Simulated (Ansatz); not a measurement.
**What isotropic strain −1.50 % does to BeSe**

Base system: BeSe in the zinc blende structure (space group F-43m, No. 216; a = 5.129 Å).

Modification: every lattice vector is shortened by 1.50 %, atoms relaxed at fixed cell.

The values are results of DFT with PBEsol, PAW potentials and a 420 eV plane-wave cutoff in Ansatz (a first-principles code), scalar-relativistic without spin-orbit coupling, not measurements. k-mesh 11×11×11 (Γ-centred); smearing 0.05 eV (Fermi–Dirac).

```csv
quantity,base,changed,shift
volume per atom,16.86 Å³,16.12 Å³,-0.748 Å³
space group,F-43m (No. 216),F-43m (No. 216),–
shortest interatomic distance,2.221 Å,2.188 Å,-0.033 Å
energy relative to the base (free energy F),0 meV/atom,+8.8 meV/atom,+8.8 meV/atom
pressure,0.00 GPa,3.93 GPa,+3.935 GPa
band gap,2.47 eV,2.36 eV,-0.104 eV
gap character,"indirect, Γ → X","indirect, Γ → X",–
smallest direct gap,4.28 eV,4.62 eV,+0.34 eV
mean gap deformation potential ΔEg/Δln V,–,+2.3 eV,–
width of the top valence band,3.37 eV,3.60 eV,+0.23 eV
electron mass,"0.84 mₑ along k, 0.26 mₑ across (at X)","0.82 mₑ along k, 0.25 mₑ across (at X)",–
"hole mass (degenerate bands, along [100])","0.23, 0.46, 0.46 mₑ (at Γ)","0.24, 0.44, 0.44 mₑ (at Γ)",–
```

Final structure:

```xyz
2
Lattice="0.0000 2.5260 2.5260 2.5260 0.0000 2.5260 2.5260 2.5260 0.0000" Properties=species:S:1:pos:R:3 pbc="T T T"
Be     0.0000     0.0000     0.0000
Se     1.2630     1.2630     1.2630
```

Effective masses come from finite differences of ±0.01 Å⁻¹. Along k means along the line from Γ to the band edge. Semilocal Kohn–Sham gaps tend to fall short of experiment. Stability against distortions was not tested.
